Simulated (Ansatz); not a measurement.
Take Zr in the hcp (Mg type) structure (space group P6_3/mmc, No. 194; a = 3.244 Å, c = 5.158 Å; relaxed with 0.1 eV smearing) as the base. Axes: x lies along a and z along c of the hexagonal cell.

All numbers come from r2SCAN in Ansatz (plane waves to 500 eV, PAW, scalar-relativistic without spin-orbit coupling).

Strains are applied to the cell and any free atomic positions relax.

One change was made to it. Results:

The pressure (mean of the normal stresses, compression positive) goes from zero to -3.1 GPa; the energy rises by 11 meV/atom; the shortest interatomic distance decreases by 0.002 Å, from 3.187 Å to 3.185 Å; the largest internal atomic displacement amounts to 0.015 Å.

Problem. Which of these changes matches the shifts?
A. strain tensor (xx, yy, zz, yz, xz, xy) = (+0.71, −0.99, +0.16, −0.19, +1.07, −0.16) %
B. strain tensor (xx, yy, zz, yz, xz, xy) = (+1.02, +2.16, +0.33, −0.24, −1.17, −0.29) %
C. strain tensor (xx, yy, zz, yz, xz, xy) = (+0.88, +1.65, +2.25, −0.61, +0.34, −0.93) %

Solution. B, strain tensor (xx, yy, zz, yz, xz, xy) = (+1.02, +2.16, +0.33, −0.24, −1.17, −0.29) %. For comparison, the energy relative to the base in the other runs: strain tensor (xx, yy, zz, yz, xz, xy) = (+0.71, −0.99, +0.16, −0.19, +1.07, −0.16) % gives +1.9 meV/atom; strain tensor (xx, yy, zz, yz, xz, xy) = (+0.88, +1.65, +2.25, −0.61, +0.34, −0.93) % gives +17 meV/atom.

Stability against distortions was not tested. All final runs are without spin polarisation.

Ansatz is an electronic-structure program.
